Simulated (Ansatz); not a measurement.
Fluorite NiSi2 was calculated with PBEsol (Ansatz, a quantum-chemistry and plane-wave program, plane waves, PAW).

Settings: plane-wave cutoff 520 eV, 20×20×20 k mesh, Fermi–Dirac smearing 0.072 eV (set by the program), no spin polarisation, scalar-relativistic PAW data made under PBE.

Computed at the level's own relaxed cell.

Question: Predict the elastic constant C44, Young modulus, polycrystal shear modulus (Hill average), elastic constant C11, Poisson ratio and elastic constant C12.

Answer: 
- elastic constant C44: 78.7 GPa
- Young modulus: 141 GPa
- polycrystal shear modulus (Hill average): 52.0 GPa
- elastic constant C11: 196 GPa
- Poisson ratio: 0.353
- elastic constant C12: 141 GPa

Elastic constants are with the ions relaxed.

Computing time: about 15 core-minutes (a rough figure).
